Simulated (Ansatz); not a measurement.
# Competing hops of interstitial Li in hexagonal La2O3, charge state +1

Defect migration in hexagonal La2O3: interstitial Li, charge state +1. Method: PBE, PAW (plane waves to 420 eV; Ansatz, a program for electronic structure).

90-site cell at the relaxed PBE lattice, the Γ point alone, smearing 0.01 eV, spin-restricted, no finite-size correction. No zero-point or tunnelling terms. Spin-orbit coupling is left out. The charge state is imposed; whether it is stable for some Fermi level was not computed. Sites that were not tried may lie lower.

Barriers: single points on a 2×2×2 k-point mesh shifted by half a step along c at the bands' geometries.

```json
[
 {"Route": "Li moves alone to another site", "Start site over the lowest site run (eV)": "0.57", "Hop (Å)": "2.49", "Forward barrier (eV)": "0.63", "Backward barrier (eV)": "0.63", "Neighbours at the start": "O at 1.80, 3 O at 2.00 Å", "Neighbours at the saddle": "2 La at 2.39; O at 1.88, O at 1.91, 2 O at 2.38 Å", "Saddle order": "not checked, on a symmetry element", "Forward, on the band's own sampling (eV)": "0.63"},
 {"Route": "a concerted move, in which Li travels most", "Start site over the lowest site run (eV)": "0.00", "Hop (Å)": "3.41", "Forward barrier (eV)": "1.21", "Backward barrier (eV)": "0.63", "Neighbours at the start": "La at 2.85, 2 La at 2.87, 2 La at 2.89, La at 2.90; O at 2.31, 2 O at 2.32, 2 O at 2.36, O at 2.38 Å", "Neighbours at the saddle": "O at 1.67, O at 1.75 Å", "Saddle order": "not checked, on a symmetry element", "Forward, on the band's own sampling (eV)": "1.19"}
]
```

Paths come from CI-NEB runs.  A band can be held on a symmetry element, so unchecked saddle points there may be too high.

The whole set of runs took around 1.9 core-hours (rough).
